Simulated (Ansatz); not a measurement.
Structures of equal composition on the (110) surface of bcc Nb: a layer of Ag in place of the second plane; a layer of Ag in place of the third plane. The slabs share one bottom face, and each structure is named by its start. These are constructed structures in small cells; real faces may alloy, dewet or reconstruct in larger ones, and not all known structures of the face are among them. Slabs of about 12 Å with all that they carry, Fermi-Dirac smearing of 0.1 eV. Bottom of the slabs: a bare face, its two planes held. Relaxed from the named starts with such symmetry as they have, on meshes of like density; energies extrapolated to zero smearing; no spin-orbit coupling, no U. Spin-polarised runs, if any, are marked in brackets, and their order is one that fits the cell; the others ran without spin.

Calculation: PBE (plane waves to 420 eV, PAW; Ansatz, a quantum-chemistry and plane-wave program).

Task: Rank these by energy per 1x1 cell (lowest first), as PBE gives it.

Result: a layer of Ag in place of the third plane (0.000 eV), a layer of Ag in place of the second plane (0.427 eV)
